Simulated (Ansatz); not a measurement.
Take an 8-atom supercell of ZnSe in the zinc blende structure (space group F-43m, No. 216; a = 5.666 Å) at its relaxed geometry as the base.

Method: DFT with r2SCAN, PAW potentials and a 500 eV plane-wave cutoff in Ansatz (an electronic-structure program), no spin-orbit coupling, earlier PAW set.

One neutral defect a cell, atoms relaxed at fixed cell.

One change was made to it. Results:

| quantity | base | after |
|---|---|---|
| largest displacement of a host atom from its site in the perfect cell | – | 0.02 Å |
| pressure | 0.0 GPa | -1.6 GPa |

Question: Which of these changes matches the shifts?
(A) Se vacancy, symmetric start
(B) Zn vacancy
(C) Se on a Zn site (antisite)

Answer: B, Zn vacancy. For comparison, the pressure in the other runs: Se on a Zn site (antisite) gives 3.7 GPa; Se vacancy, symmetric start gives -4.0 GPa.

Other magnetic orders, which the real material may have, were not ruled out. In so small a cell the defect repeats every few ångströms: this is an ordered compound, not a dilute defect. The mesh was chosen for an insulator and is coarse for the gapless case. Defects with a symmetric start kept the site's symmetry and may sit on a saddle; the others started slightly shaken. Seeded moments were not kept for Se on a Zn site (antisite) and Se vacancy.
